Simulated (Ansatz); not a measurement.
## Response to strain in ZnSe

Base system: ZnSe in the zinc blende structure (space group F-43m, No. 216; a = 5.6656 Å). Axes: x, y, z lie along the cube axes.

Strains are applied to the cell and any free atomic positions relax; under biaxial strain the out-of-plane vector relaxes too.

Calculations: plane-wave PAW DFT at the r2SCAN level (Ansatz, a first-principles code, 500 eV), without spin-orbit coupling.

Notes on the quantities. energy relative to the base: free energy F.

```tsv
biaxial strain, plane normal [001], relaxed out of plane (%)	energy relative to the base (meV/atom)
0	0.0
0.5	0.3
1	?
1.5	2.5
2	4.4
2.5	6.8
3	9.7
```

Fit ΔE = Aε² + Bε³ (ε in %) to the rows shown and predict the withheld row.

Least squares on the printed values gives A = 1.14 and B = -0.022 meV/atom (largest residual 0.0 meV/atom); this predicts 1.1 meV/atom, and the run gives 1.1 meV/atom, in agreement.

No phonon test of stability was made.
